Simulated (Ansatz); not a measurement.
Gap of a (8,0) BN nanotube at several levels, all on one geometry.

Levels: PBE (plane waves to 420 eV, PAW; Ansatz, a program for electronic structure); r2SCAN (plane waves to 500 eV, PAW; Ansatz); HSE06 (Ansatz). Unmarked values and the geometry are of the first. Mesh 1×1×8. No spin polarisation. Isolated but for its images some 11 Å away. An idealised model, rolled from the flat sheet. Symmetry and one short period hold its shape; lower forms weren't sought. HSE06 ran on a 1×1×4 mesh and at PBE's edge points.

```json
[
 {"level": "PBE", "gap (eV)": "3.55"},
 {"level": "r2SCAN", "gap (eV)": "(withheld)"},
 {"level": "HSE06", "gap (eV)": "4.88"}
]
```

**Question.** What belongs in the gaps?

**Answer.** 
- r2SCAN, gap (eV): 4.12
